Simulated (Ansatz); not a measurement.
A self-consistent single point of GeRh (Pm, 8 atoms in the cell) with Ansatz (a program for electronic structure).

Computed with LDA (PW92), default PAW files made with PBE (plane waves; Ansatz).

```
GeRh
1.0
    5.64434     0.00000     0.00000
    0.00000     3.27744     0.00000
    0.00000     0.00000     6.42521
Ge Rh
4 4
Cartesian
  4.56209   2.45808   2.85416
  1.08224   0.81936   3.62106
  3.90441   0.81936   6.01676
  1.73992   2.45808   0.40845
  5.61860   2.45808   5.11845
  0.02574   0.81936   1.30676
  2.84791   0.81936   1.90585
  2.79643   2.45808   4.51937
```

Reference input (self-consistent single point, DFT, LDA (PW92), plane waves, default PAW files made with PBE): basis.ecutwfc = 420 eV; kpoints.mp_grid.grid = 4 7 3; hamiltonian.xc = lda; hamiltonian.pseudopotentials = {kind: paw} (the program's default PAW files); scf.occupations.method = gaussian; scf.occupations.width = 0.1 eV. This run's input differs from it in these lines:

Ansatz 0.2 input:
```diff
@@ -17,3 +17,3 @@
 kpoints:
-  mp_grid: { grid: [4, 7, 3] }
+  mp_grid: { grid: [7, 11, 6] }
 hamiltonian:
@@ -22,3 +22,3 @@
 scf:
-  occupations: { method: gaussian, width: 0.1 eV }
+  occupations: { method: gaussian, width: 0.05 eV }
 output:
```

Output (repeated stretches shortened):

```
SCF iter   1: F=—  HF=-41982.144948 eV  |F-HF|=—  |Δ(HF+E_count)|=         —  Δρ=1.08e-2  dr2=1.39e-1  ethr=1.77e-3  ⟨swp⟩=5.8  Hψ=33210  notcnv=0  defer=144
all-band conjugate gradients solve this SCF's bands
preconditioner: auto → Kerker (q_TF=auto, 2.748 Å⁻¹)
SCF iter   2: F=—  HF=-41982.125481 eV  |F-HF|=—  |Δ(HF+E_count)|=   1.95e-2  Δρ=5.32e-3  dr2=3.66e-2  ethr=1.12e-4  ⟨swp⟩=2.0  Hψ=12096  notcnv=0  defer=420
   [... lines left out ...]
SCF iter   5: F=—  HF=-41982.118281 eV  |F-HF|=—  |Δ(HF+E_count)|=   1.23e-4  Δρ=1.41e-4  dr2=2.76e-5  ethr=2.73e-7  ⟨swp⟩=2.0  Hψ=14873  notcnv=0  defer=420
SCF iter   6: F=—  HF=-41982.118277 eV  |F-HF|=—  |Δ(HF+E_count)|=   4.48e-6  Δρ=2.89e-5  dr2=9.64e-7  ethr=2.22e-8  ⟨swp⟩=2.0  Hψ=14935  notcnv=0  defer=420
SCF iter   7: F=—  HF=-41982.118277 eV  |F-HF|=—  |Δ(HF+E_count)|=   1.16e-7  Δρ=7.40e-6  dr2=1.23e-7  ethr=8.06e-11  ⟨swp⟩=8.6  Hψ=41793  notcnv=0
SCF iter   8: F=-41982.118276 eV  HF=-41982.118277 eV  |F-HF|=2.10e-8  |Δ(HF+E_count)|=   1.53e-8  Δρ=2.59e-6  dr2=2.50e-8  ethr=8.06e-11  ⟨swp⟩=3.4  Hψ=27323  notcnv=0
SCF 1 converged in 8 iterations: F = -41982.118276 eV  dr2 = 2.50e-8
Free energy (F): -41982.118276 eV
Internal energy: -41982.112926 eV  (E = F + TS)
E sigma→0 (E₀):  -41982.115601 eV
Entropy (-TS):   -0.005350 eV (-0.669 meV/atom)
Fermi energy:    16.884417 eV
--- Forces (eV/Å), atoms counted from 1 ---
  atom   1  Ge    -0.05142983     0.00000000    -0.60405379
  atom   2  Ge     0.16136082     0.00000000     0.01921152
  atom   3  Ge     0.11536390     0.00000000     0.01809437
  atom   4  Ge    -0.14047297     0.00000000     0.14359022
  atom   5  Rh     0.01863575     0.00000000     0.16418663
  atom   6  Rh    -0.04602534     0.00000000     0.10417004
  atom   7  Rh     0.07821946     0.00000000     0.06812871
  atom   8  Rh    -0.13565463     0.00000000     0.08667266
--- Stress (GPa, compression-positive) ---
       -4.482086       0.000000       0.080393
        0.000000      -4.580629       0.000000
        0.080394       0.000000      -4.178905
  P = ⅓ Tr σ = -4.4139 GPa (-44.139 kbar)
  The stress holds the Pulay correction. Without it, at fixed plane waves, as pw.x and ABINIT print it: P = -4.4800 GPa
```

The run converged in 8 iterations. Against the reference run the free energy goes up by 2.8 meV/atom, the pressure stays near -4.41 GPa while the yy stress (positive for compression) goes from -5.16 to -4.58 GPa and the largest force goes from 0.553 to 0.606 eV/Å.

The starting cell comes from a database of computed structures (which also holds hypothetical and non-ambient phases and stackings), without a prior relaxation at this level. Its lattice was rescaled by up to half a per cent. One atom was moved a little off its site on purpose. Spin polarisation is off. With a pressure of about -4 GPa the cell is away from its equilibrium volume at this level. Ansatz's pressure includes its estimate of the finite-basis (Pulay) stress.

Cost on one core of a shared machine: roughly 2 min.
